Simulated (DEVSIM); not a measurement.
System: W/SiON/SiO2/p-Si capacitor, at 400 K.

Layer 1 from the left is SiON, thickness (nm) 12.0. Layer 2 from the left is SiO2, thickness (nm) 0.760. Layer 3 from the left is Si, thickness (nm) 2400, Na (cm⁻³) 5.7e16.

Metal gate on the left, work function 4.6 eV. Fixed charge at the semiconductor interface -1.7e11 cm⁻² (in units of +e); no interface traps.

The device is made up for the run: typed textbook-type constants, with dimensions and the other settings drawn at random. Values at 300 K; Nc and Nv go as T^1.5, mobilities as T to minus their exponent, the gap by Varshni's rule with the affinity fixed.

SiON: gap (eV) 7, affinity (eV) 1.4, permittivity 5.5. SiO2: gap (eV) 9, affinity (eV) 0.9, permittivity 3.9. Si: gap (eV) 1.124, affinity (eV) 4.05, permittivity 11.7, Nc (cm⁻³) 2.86e19, Nv (cm⁻³) 3.1e19, Varshni α (eV/K) 0.000473, Varshni β (K) 636.

Estimate by hand the flat-band voltage, the threshold voltage, and compare with a numerical solution.


- Flat-band voltage: C = 0.373 μF/cm², work-function difference -0.314 V; VFB = φms − qNf/C = -0.24 V; numerical -0.24 V.
- Threshold voltage: φF = 0.318 V, depletion charge √(4εqNφF) = 1.10e-7 C/cm²; VT = VFB + 2φF + Qd/C = 0.69 V; numerical 0.69 V.

Simulated with DEVSIM: 1D Poisson equation in equilibrium, Boltzmann statistics, complete ionisation; no quantum confinement or tunnelling. Metal contacts follow the ideal Schottky-Mott rule: no Fermi-level pinning, no interface dipoles.
